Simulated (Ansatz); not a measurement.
**Short convergence ladders for LaTl3 (P4mm, 4 atoms in the cell)**

```xyz
4
Lattice="4.8376 0.0000 0.0000 0.0000 4.8376 0.0000 0.0000 0.0000 4.8376" Properties=species:S:1:pos:R:3 pbc="T T T"
La     0.0000     0.0000     0.0500
Tl     0.0000     2.4188     2.4188
Tl     2.4188     0.0000     2.4188
Tl     2.4188     2.4188     0.0000
```

Base method: PBEsol, default PAW files made with PBE (plane waves; Ansatz, a first-principles code).

Base settings: basis.ecutwfc = 30.9 Ry; kpoints.mp_grid.grid = 7 7 7; hamiltonian.xc = pbesol; hamiltonian.pseudopotentials = {kind: paw} (the program's default PAW files); scf.occupations.method = fermi_dirac; scf.occupations.width = 0.0073 Ry.

The count of work is k-points × plane waves × bands × iterations; it is no time. Core times come from one kind of shared machine, to one figure; runs under 30 s give none.

**The k-point mesh at a smearing width of 0.02 eV**

In this ladder: scf.occupations.width = 0.0015 Ry.

Only quantities that move along the ladder and can be compared are tabulated.

| kpoints.mp_grid.grid | free energy less the last step's (meV/atom) | pressure (GPa) | largest difference of a force vector from the last step's (eV/Å) | count of work / last | core time / last (rough) |
|---|---|---|---|---|---|
| 3 3 3 | 34.83 | -1.23 | 0.038 | 0.015 | – |
| 4 4 4 | -22.28 | -1.18 | 0.010 | 0.044 | – |
| 5 5 5 | -10.18 | -1.21 | 0.015 | 0.044 | – |
| 6 6 6 | -15.62 | -1.29 | 0.007 | 0.099 | – |
| 8 8 8 | -0.30 | -1.37 | 0.006 | 0.19 | – |
| 9 9 9 | -0.83 | -1.33 | 0.003 | 0.19 | – |
| 11 11 11 | 0.94 | -1.36 | 0.005 | 0.31 | 0.4 |
| 13 13 13 | -0.07 | -1.33 | 0.002 | 0.48 | 0.7 |
| 16 16 16 | 0.00 | -1.33 | 0.000 | 1.0 | 1 |

Coarsest kpoints.mp_grid.grid that holds the free energy within 5 meV/atom of the last step, with all finer ones: 8 8 8, at 0.19 of the last step's count of work; the step before is off by 16 meV/atom.

Coarsest kpoints.mp_grid.grid that holds the forces within 0.005 eV/Å of the last step, with all finer ones: 13 13 13; the step before is off by 0.005 eV/Å.

Coarsest kpoints.mp_grid.grid that holds the pressure within 0.05 GPa of the last step, with all finer ones: 6 6 6, at 0.099 of the last step's count of work; the step before is off by 0.12 GPa.

**The width of Fermi-Dirac smearing**

In this ladder: kpoints.mp_grid.grid = 12 12 12.

Narrow widths need finer meshes than wide ones, so the last steps can hold mesh noise.

Only quantities that move along the ladder and can be compared are tabulated; pressure and forces are left out, as mesh noise rules them at narrow widths.

```csv
scf.occupations.width,free energy less the last step's (meV/atom),energy extrapolated to zero width less the last step's (meV/atom)
0.0735 Ry,-1112.21,-33.58
0.0367 Ry,-270.21,13.88
0.022 Ry,-89.74,4.76
0.0147 Ry,-37.52,0.41
0.0073 Ry,-7.47,-0.37
0.0037 Ry,0.00,0.00
```

Widest scf.occupations.width that holds the free energy within 5 meV/atom: not settled: the last two steps still differ by 7.5 meV/atom, over half the tolerance, so the ladder does not show it.

Widest scf.occupations.width that holds the energy extrapolated to zero width within 2 meV/atom of the last step, with all finer ones: 0.0147 Ry; the step before is off by 4.8 meV/atom.

The extrapolation to zero width removes most of the smearing's effect on the energy.

**The mesh under tetrahedron occupations**

In this ladder: scf.occupations.method = tetrahedron; scf.occupations.width = default.

Only quantities that move along the ladder and can be compared are tabulated.

| kpoints.mp_grid.grid | free energy less the last step's (meV/atom) | pressure (GPa) | largest difference of a force vector from the last step's (eV/Å) | count of work / last |
|---|---|---|---|---|
| 3 3 3 | 25.83 | -1.11 | 0.043 | 0.016 |
| 4 4 4 | -29.53 | -1.26 | 0.031 | 0.046 |
| 5 5 5 | -18.37 | -1.31 | 0.013 | 0.046 |
| 6 6 6 | -12.45 | -1.33 | 0.014 | 0.099 |
| 7 7 7 | -3.72 | -1.32 | 0.004 | 0.099 |
| 8 8 8 | -1.56 | -1.37 | 0.001 | 0.19 |
| 10 10 10 | -1.73 | -1.38 | 0.003 | 0.31 |
| 13 13 13 | -0.07 | -1.33 | 0.002 | 0.48 |
| 16 16 16 | 0.00 | -1.33 | 0.000 | 1.0 |

Coarsest kpoints.mp_grid.grid that holds the forces within 0.01 eV/Å of the last step, with all finer ones: 7 7 7, at 0.099 of the last step's count of work; the step before is off by 0.014 eV/Å.

Coarsest kpoints.mp_grid.grid that holds the pressure within 0.05 GPa of the last step, with all finer ones: 5 5 5, at 0.046 of the last step's count of work; the step before is off by 0.07 GPa.

Coarsest kpoints.mp_grid.grid that holds the free energy within 0.5 meV/atom of the last step, with all finer ones: 13 13 13; the step before is off by 1.7 meV/atom.

On the base run: the starting cell comes from a database of computed structures (which also holds hypothetical and non-ambient phases and stackings), without a prior relaxation at this level. Its lattice was rescaled by up to half a per cent. One atom was moved a little off its site on purpose. Ansatz's pressure includes its estimate of the finite-basis (Pulay) stress.

Left out of this page: 2 runs of the series outside the window shown, repeating another row's setting, or not comparable.

Keys are those of Ansatz 0.2.
